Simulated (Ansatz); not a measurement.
Data:

End structure of H on the 1x1 (111) surface of fcc Pt, one in a 2x2 cell, started at the site 'hollow Pt-Pt-Pt over Pt at depth 2.3 Å':

```yaml
crystal:
  lattice:
    - [5.61443, 0.00000, 0.00000]
    - [-2.80721, 4.86224, 0.00000]
    - [0.00000, 0.00000, 26.00000]
  atoms:
    - { symbol: Pt, position: [0.16667, 0.33333, 0.36788] }
    - { symbol: Pt, position: [0.16667, 0.83333, 0.36788] }
    - { symbol: Pt, position: [0.66667, 0.33333, 0.36788] }
    - { symbol: Pt, position: [0.66667, 0.83333, 0.36788] }
    - { symbol: Pt, position: [0.33333, 0.16667, 0.45641] }
    - { symbol: Pt, position: [0.33333, 0.66667, 0.45641] }
    - { symbol: Pt, position: [0.83333, 0.16667, 0.45641] }
    - { symbol: Pt, position: [0.83333, 0.66667, 0.45641] }
    - { symbol: Pt, position: [0.99965, 0.00035, 0.54388] }
    - { symbol: Pt, position: [0.99965, 0.49930, 0.54388] }
    - { symbol: Pt, position: [0.50070, 0.00035, 0.54388] }
    - { symbol: Pt, position: [0.50000, 0.50000, 0.54411] }
    - { symbol: Pt, position: [0.16120, 0.33060, 0.63435] }
    - { symbol: Pt, position: [0.16667, 0.83333, 0.63142] }
    - { symbol: Pt, position: [0.66940, 0.33060, 0.63435] }
    - { symbol: Pt, position: [0.66940, 0.83880, 0.63435] }
    - { symbol: H, position: [0.50000, 0.50000, 0.66775] }
```

Slab: 17 atoms, 6.9 Å thick at the start under the adsorbate (thin: gaps and levels are the slab's own); k 6x6x1, smearing 0.1 eV, dipole-corrected; 8 atoms held, the rest relaxed; start symmetry kept, larger cells not searched; no spin, no spin-orbit, no U, no dispersion correction. At the end it is bonded to 3 Pt. In PBE this state lies 0.05 eV over the lowest of the starts that converged ('hollow Pt-Pt-Pt over Pt at depth 4.6 Å').

A negative adsorption energy means that the adsorbate is more stable on the surface than in its reference.

**Question.** Estimate the change of the work function that PBE (Ansatz, a quantum-chemistry and plane-wave program) returns for this input.

**Answer.** -0.091 eV

**Question.** What work function of the top face does PBE give?

**Answer.** 5.59 eV

**Question.** What adsorption energy against ½ H2(g) does PBE give?

**Answer.** -0.42 eV

**Question.** Estimate the change of the step from the bottom to the top vacuum level, against the clean slab that PBE returns for this input.

**Answer.** -0.068 eV
